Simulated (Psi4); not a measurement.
Psi4 1.11, unrestricted PBE/def2-svpd: N[CH]CN, charge 0, multiplicity 2, 11 atoms. The geometry is a generated start, not checked to be a minimum at this level.

| Property | Result |
|---|---|
| task | energy |
| method | pbe |
| basis | def2-svpd |
| memory | 3 GB |
| maxiter | 100 |
| keys of the molecule block | symmetry c1 |
| scf_type | df (default) |
| e_convergence | 1e-06 (default) |
| d_convergence | 1e-06 (default) |
| dft_radial_points | 75 (default) |
| dft_spherical_points | 302 (default) |
| basis functions | 136 |
| grid points | 237263 |

```xyz
11

N      1.7875    -0.2306     0.0538
C      0.7142     0.6167    -0.1969
C     -0.5931     0.0564    -0.5936
N     -1.3282    -0.4610     0.5841
H      1.5242    -1.2029     0.1357
H      2.4306     0.0762     0.7735
H      0.8143     1.6456     0.0974
H     -1.1716     0.8224    -1.1354
H     -0.4515    -0.8034    -1.2585
H     -1.4902     0.2976     1.2410
H     -2.2363    -0.8169     0.2990
```

Charge 0 and multiplicity 2 are set for this test and not shown to be the ground state.

With the defaults (diis = true, scf_initial_accelerator = adiis, damping_percentage = 0, guess = auto, which took SAD, soscf = false, soscf_start_convergence = 0.01, level_shift = 0, level_shift_cutoff = 0.01, diis_max_vecs = 10) it converges in 11 SCF iterations. One run each on 2 threads, with these changes:
- soscf = true, soscf_start_convergence = 0.1
- scf_initial_accelerator = ediis
- guess = sap
- guess = modhuckel
- damping_percentage = 60
- level_shift = 0.1, level_shift_cutoff = 0.001
- diis = false, scf_initial_accelerator = none, damping_percentage = 60
- scf_initial_accelerator = none
- diis_max_vecs = 3

Which runs fail or end elsewhere than the default run?

No convergence: diis = false, scf_initial_accelerator = none, damping_percentage = 60 (the run ends without SCF convergence in 100 iterations). The rest reach the solution of the defaults.

```csv
setting,SCF iterations,JK calls,end
"soscf = true, soscf_start_convergence = 0.1",6,22,same solution
"level_shift = 0.1, level_shift_cutoff = 0.001",10,11,same solution
the defaults,11,12,same solution
scf_initial_accelerator = ediis,11,12,same solution
guess = modhuckel,11,27,same solution
scf_initial_accelerator = none,11,12,same solution
guess = sap,11,11,same solution
diis_max_vecs = 3,16,17,same solution
damping_percentage = 60,66,67,same solution
"diis = false, scf_initial_accelerator = none, damping_percentage = 60",100,101,no convergence
```

An SOSCF iteration holds several JK calls; a Hückel guess adds calls on atoms.
